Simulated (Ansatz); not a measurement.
## AlN: energy against strain

AlN (wurtzite, P6_3mc, 10.211 Å³/atom at rest, c along z) under an equal strain ε in the (0001) plane with the normal axis free, as in a coherent film. LDA in Ansatz, a plane-wave DFT program (PAW, default set), 420 eV, 12×12×7 Γ-centred mesh, Fermi-Dirac smearing 0.05 eV; ions are relaxed within the symmetry of each cell.

Here s stands for strain and y for E less E0.

```
strain (%)  E less E0 (meV/atom)
----------  --------------------
-1.20                       4.46
-0.60                       1.11
0.00                        0.00
0.60                        1.08
1.20                        4.22
3.00                           ?
```

**Question.** Using a parabola, estimate the missing y at s = 3.00 from the other rows, showing the fit.

**Answer.** Least squares gives y = 0.007 - 0.0850·s + 3.0099·s². Residuals (row less fit): 0.017, -0.032, -0.007, 0.040, -0.019; standard error 0.041 (degrees of freedom: 2). Twice the quadratic coefficient over the volume, 2 × 3.0099 meV × 10⁴ × 0.1602 / 10.211 Å³, is twice the biaxial elastic modulus of this plane = 945 ± 10 GPa. At the withheld row, y = 0.007 - 0.0850 × 3.0 + 3.0099 × 3.0² = 26.841 meV/atom. The calculation gives 25.06 meV/atom, 1.781 meV/atom below the prediction (7.1 % of the range of y in the table). The row lies outside the fitted rows, so this is an extrapolation. From the scatter of the fitted rows alone, a prediction at this place has a standard error of 0.263 meV/atom, so the miss is 6.8 times that.

One order more, fitted to all 11 runs of the series, follows each within 0.01, so the miss is the next term of a smooth law. Rows are the converged runs of the series near zero and its far end; series whose fitted rows scatter by over a few per cent of the range, as at a crossing or softening among them, aren't shown in this form. Most that stay on the fit to the last digits aren't either.
